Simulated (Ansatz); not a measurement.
Band structure of Li₂Ca (Fd-3m, 6 atoms in the cell).

```yaml
crystal:
  lattice:
    - [0.00000, 4.33988, 4.33988]
    - [4.33988, 0.00000, 4.33988]
    - [4.33988, 4.33988, 0.00000]
  atoms:
    - { symbol: Li, position: [0.62500, 0.62500, 0.62500] }
    - { symbol: Li, position: [0.12500, 0.62500, 0.62500] }
    - { symbol: Li, position: [0.62500, 0.62500, 0.12500] }
    - { symbol: Li, position: [0.62500, 0.12500, 0.62500] }
    - { symbol: Ca, position: [0.00000, 0.00000, 0.00000] }
    - { symbol: Ca, position: [0.25000, 0.25000, 0.25000] }
```

Computed with LDA (PW92), default PAW files made with PBE (plane waves; Ansatz, a quantum-chemistry and plane-wave program).

Settings: kpoints.mp_grid.grid = 9 9 9; hamiltonian.xc = lda; hamiltonian.pseudopotentials = {kind: paw} (the program's default PAW files); scf.occupations.method = gaussian; scf.occupations.width = 0.2 eV; kpoints.band_path.npoints = 6.

The starting cell comes from a database of published, mostly measured structures (it also holds non-ambient and calculated ones), without a prior relaxation at this level. Its lattice was rescaled by a random factor within 2.5 % of one.

Levels in eV from the Fermi level, bands 13 to 20:
```tsv
point	13	14	15	16	17	18	19	20
Γ	-3.85	0.17	0.17	0.17	0.44	0.44	0.46	0.85
X	-2.05	-2.05	-0.80	-0.80	-0.27	-0.27	1.59	1.59
W	-1.75	-1.75	-1.56	-1.56	0.87	0.87	0.89	0.89
K	-2.01	-1.84	-1.71	-0.56	-0.19	0.76	1.26	1.34
L	-2.71	-2.24	0.11	0.11	0.34	0.49	0.49	0.85
U	-2.01	-1.84	-1.71	-0.56	-0.19	0.76	1.26	1.34
```

Bands cross the Fermi level along this path, so the cell is metallic at this level.

Keys are those of Ansatz 0.2.
